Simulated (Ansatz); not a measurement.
An Ansatz (a quantum-chemistry and plane-wave program) input (HSE06, PAW, 420 eV (Ansatz; scalar-relativistic without spin-orbit coupling), earlier PAW set):

Ansatz 0.2 input:
```yaml
crystal:
  lattice:
    - [1.9421728925, 1.1213140423, 12.6859703334]
    - [-1.9421728925, 1.1213140423, 12.6859703334]
    - [0, -2.2426280845, 12.6859703334]
  atoms:
    - { symbol: Si, position: [0.4689894418, 0.4689894418, 0.4689894418] }
    - { symbol: Ge, position: [0.7189469552, 0.7189469552, 0.7189469552] }
    - { symbol: Si, position: [0.9691884562, 0.9691884562, 0.9691884562] }
    - { symbol: Si, position: [0.2178926878, 0.2178926878, 0.2178926878] }
    - { symbol: Si, position: [0.7821073122, 0.7821073122, 0.7821073122] }
    - { symbol: Si, position: [0.0308115438, 0.0308115438, 0.0308115438] }
    - { symbol: Ge, position: [0.2810530448, 0.2810530448, 0.2810530448] }
    - { symbol: Si, position: [0.5310105582, 0.5310105582, 0.5310105582] }
basis: { ecutwfc: 420, ecutrho_ratio: 4, xc_grid: 2, fft_grid_basis: typed }
kpoints: { mp_grid: { grid: [6, 6, 6] } }
hamiltonian:
  xc: hse06
  dispersion: none
  pseudopotentials: { azcp: { folder: ./paw }, kind: paw }
scf: { occupations: { method: fermi_dirac, width: 0.01 } }
output: { eigenvalues: true, eigenstates: { kpoints: [[0, 0, 0], [0.2, 0.2, -0.2], [0.5, 0, 0.5], [0.5, 0, 0]] } }
```

### Question
Which symmetry and how many k-points will the program report, and about how many plane waves at Γ?

### Answer
Space group R-3m (ITA 166) with 12 operations, k-points 32 of 216, and 3295 plane waves at Γ.

Single points use the geometry relaxed with r2SCAN. HSE06 was sampled on its mesh, a few special points and the semilocal edge points, so its gap is an upper bound. Whether these cells are dynamically stable was not tested. The cell was made from Si by this change: x(Ge) = 0.25, 8 atoms, R-3m.
